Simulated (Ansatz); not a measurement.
The reference is SiO2 in the rutile structure (space group P4_2/mnm, No. 136; a = 4.195 Å, c = 2.678 Å).

Calculations: PBEsol (Ansatz, a program for electronic structure, PAW, no spin-orbit coupling).

Before the change:

The valence-band top at Γ is 0.00, -0.88, -0.88 eV.

The change: every lattice vector is stretched by 1.20 %, atoms relaxed at fixed cell.

Question: What does the calculation give for the valence-band top at Γ after the change?

Answer: The valence-band top at Γ (three highest levels, from the VBM) goes from 0.00, -0.88, -0.88 eV to 0.00, -0.84, -0.84 eV.

Question: What does the calculation give for the energy relative to the base after the change?

Answer: The energy grows by 9.1 meV/atom.

The levels and masses belong to the bands next to the band gap. The cells carry an imposed strain or load. No phonon test of stability was made.
